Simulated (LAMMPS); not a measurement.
Molecular dynamics of Cu (fcc), 256 atoms, at 1220 K and 0 GPa, heated as the crystal.

All values are model results, not measurements: classical MD, pair style bop, file AlCu.bop.table; code LAMMPS.

Task: Give g(r) against r (Å) as the simulation yields it.

Result: State found: crystal; no diffusion seen in 15 ps.
| r (Å) | g(r) |
|---|---|
| 1.900 | 0.000 |
| 1.940 | 0.003 |
| 1.980 | 0.000 |
| 2.020 | 0.018 |
| 2.060 | 0.041 |
| 2.100 | 0.077 |
| 2.140 | 0.186 |
| 2.180 | 0.384 |
| 2.220 | 0.621 |
| 2.260 | 0.942 |
| 2.300 | 1.43 |
| 2.340 | 1.94 |
| 2.380 | 2.59 |
| 2.420 | 2.87 |
| 2.460 | 3.40 |
| 2.500 | 3.64 |
| 2.540 | 3.73 |
| 2.580 | 3.56 |
| 2.620 | 3.46 |
| 2.660 | 3.07 |
| 2.700 | 2.62 |
| 2.740 | 2.13 |
| 2.780 | 1.78 |
| 2.820 | 1.34 |
| 2.860 | 1.05 |
| 2.900 | 0.759 |
| 2.940 | 0.600 |
| 2.980 | 0.443 |
| 3.020 | 0.308 |
| 3.060 | 0.255 |
| 3.100 | 0.221 |
| 3.140 | 0.227 |
| 3.180 | 0.210 |
| 3.220 | 0.253 |
| 3.260 | 0.262 |
| 3.300 | 0.328 |
| 3.340 | 0.389 |
| 3.380 | 0.438 |
| 3.420 | 0.473 |
| 3.460 | 0.599 |
| 3.500 | 0.584 |
| 3.540 | 0.631 |
| 3.580 | 0.596 |
| 3.620 | 0.694 |
| 3.660 | 0.699 |
| 3.700 | 0.692 |
| 3.740 | 0.596 |
| 3.780 | 0.550 |
| 3.820 | 0.571 |
| 3.860 | 0.542 |
| 3.900 | 0.520 |
| 3.940 | 0.545 |
| 3.980 | 0.526 |
| 4.020 | 0.597 |
| 4.060 | 0.656 |
| 4.100 | 0.814 |
| 4.140 | 0.909 |
| 4.180 | 1.11 |
| 4.220 | 1.31 |
| 4.260 | 1.54 |
| 4.300 | 1.64 |
| 4.340 | 1.75 |
| 4.380 | 1.88 |
| 4.420 | 1.91 |
| 4.460 | 1.90 |
| 4.500 | 1.89 |
| 4.540 | 1.84 |
| 4.580 | 1.67 |
| 4.620 | 1.61 |
| 4.660 | 1.33 |
| 4.700 | 1.21 |
| 4.740 | 1.05 |
| 4.780 | 0.971 |
| 4.820 | 0.896 |
| 4.860 | 0.816 |
| 4.900 | 0.792 |
| 4.940 | 0.761 |
| 4.980 | 0.837 |
| 5.020 | 0.830 |
| 5.060 | 0.813 |
| 5.100 | 0.838 |
| 5.140 | 0.888 |
| 5.180 | 0.861 |
| 5.220 | 0.832 |
| 5.260 | 0.851 |
| 5.300 | 0.821 |
| 5.340 | 0.866 |
| 5.380 | 0.776 |
| 5.420 | 0.846 |
| 5.460 | 0.870 |
| 5.500 | 0.891 |
| 5.540 | 0.967 |
| 5.580 | 1.01 |
| 5.620 | 1.03 |
| 5.660 | 1.07 |
| 5.700 | 1.11 |
| 5.740 | 1.09 |
| 5.780 | 1.11 |
| 5.820 | 1.04 |
| 5.860 | 1.06 |
| 5.900 | 0.984 |
| 5.940 | 0.920 |
| 5.980 | 0.873 |
